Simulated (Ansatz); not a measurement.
A self-consistent single point of Ca₃Cu₂O₆ (Cm, 11 atoms in the cell) with Ansatz (a quantum-chemistry and plane-wave program).

Method: LDA (PW92), default PAW files made with PBE (plane waves; Ansatz).

```
Ca3(CuO3)2
1.0
    6.25587    -1.84038     0.00000
    6.25587     1.84038     0.00000
   -1.83373     0.00000     6.47988
Ca Cu O
3 2 6
Cartesian
 10.21800   0.00000   1.16800
  9.32028   0.00000   4.27970
  0.34012   0.00000   5.35977
  6.31503   0.00000   0.10309
  5.51158   0.00000   3.20002
 10.55908   0.00000   6.31523
 11.45977   0.00000   3.32742
  3.70441   0.00000   2.69855
  2.62068   0.00000   6.04754
  8.11742   0.00000   0.29561
  7.14251   0.00000   3.98117
```

Reference input (self-consistent single point, DFT, LDA (PW92), plane waves, default PAW files made with PBE): basis.ecutwfc = 420 eV; kpoints.mp_grid.grid = 6 6 4; hamiltonian.xc = lda; hamiltonian.pseudopotentials = {kind: paw} (the program's default PAW files); scf.occupations.method = methfessel_paxton; scf.occupations.width = 0.2 eV. This run's input differs from it in these lines:

Ansatz 0.2 input:
```diff
@@ -18,3 +18,3 @@
 basis:
-  ecutwfc: 420.0
+  ecutwfc: 170.0
 kpoints:
```

Output, abridged:

```
SCF iter   1: F=—  HF=-21620.159581 eV  |F-HF|=—  |Δ(HF+E_count)|=         —  Δρ=2.88e-1  dr2=5.87e1  ethr=1.77e-3  ⟨swp⟩=8.0  Hψ=12222  notcnv=0
all-band conjugate gradients solve this SCF's bands
preconditioner: auto → LDOS
SCF iter   2: F=—  HF=-21610.897733 eV  |F-HF|=—  |Δ(HF+E_count)|=    9.26e0  S|Δr|=    0.00e0  Δρ=2.79e-1  dr2=6.54e1  ethr=1.77e-3  ⟨swp⟩=3.8  Hψ=7962  notcnv=0  defer=137
   [... lines left out ...]
SCF iter  13: F=—  HF=-21583.355176 eV  |F-HF|=—  |Δ(HF+E_count)|=   1.65e-7  S|Δr|=    0.00e0  Δρ=1.57e-5  dr2=6.19e-7  ethr=2.14e-9  ⟨swp⟩=1.4  Hψ=3171  notcnv=0  defer=163
SCF iter  14: F=—  HF=-21583.355176 eV  |F-HF|=—  |Δ(HF+E_count)|=   4.44e-8  S|Δr|=    0.00e0  Δρ=9.26e-6  dr2=1.79e-7  ethr=5.95e-10  ⟨swp⟩=1.0  Hψ=2798  notcnv=0  defer=163
SCF iter  15: F=-21583.355176 eV  HF=-21583.355176 eV  |F-HF|=2.45e-8  |Δ(HF+E_count)|=   1.96e-8  S|Δr|=    0.00e0  Δρ=3.64e-6  dr2=2.81e-8  ethr=9.62e-11  ⟨swp⟩=11.4  Hψ=10899  notcnv=0
SCF 1 converged in 15 iterations: F = -21583.355176 eV  dr2 = 2.81e-8
Stability not checked (fill_not_monotonic)
Free energy (F): -21583.355176 eV
Internal energy: -21583.358124 eV  (E = F + TS)
E sigma→0 (E₀):  -21583.355913 eV
Entropy (-TS):   0.002948 eV (0.268 meV/atom)
Fermi energy:    6.477756 eV
--- Forces (eV/Å), atoms counted from 1 ---
  atom   1  Ca     0.12985426    -0.00000000     0.36293146
  atom   2  Ca     1.24910609    -0.00000000     0.08808896
  atom   3  Ca    -0.21246503     0.00000000    -0.13347457
  atom   4  Cu     0.46228269    -0.00000000     1.33205266
   [... lines left out ...]
  atom  11  O      2.12785993    -0.00000000     2.24110339
--- Stress (GPa, compression-positive) ---
        8.182006      -0.000000       6.027639
       -0.000000      10.922526      -0.000000
        6.027639      -0.000000     -12.754398
  P = ⅓ Tr σ = 2.1167 GPa (21.167 kbar)
  The stress holds the Pulay correction. Without it, at fixed plane waves, as pw.x and ABINIT print it: P = -630.1760 GPa
```

The run converged in 15 iterations. Against the reference run the free energy rises by 16.6 eV/atom, the pressure goes from -7.67 to 2.12 GPa and the largest force goes from 0.519 to 4.031 eV/Å.

The starting cell comes from a database of computed structures (which also holds hypothetical and non-ambient phases and stackings), without a prior relaxation at this level. Its lattice was rescaled by a random factor within 2.5 % of one. Spin polarisation is off, so a magnetic state, if there is one, cannot be reached. Forces in this geometry exceed 1 eV/Å. Ansatz's pressure includes its estimate of the finite-basis (Pulay) stress. Without the estimate this run gives -630.18 GPa. The cutoff lies below the one recommended for these files. The run gives no clean gap (levels at the Fermi energy touch, overlap or are partly filled at this smearing), which alone does not show that the compound is a metal.
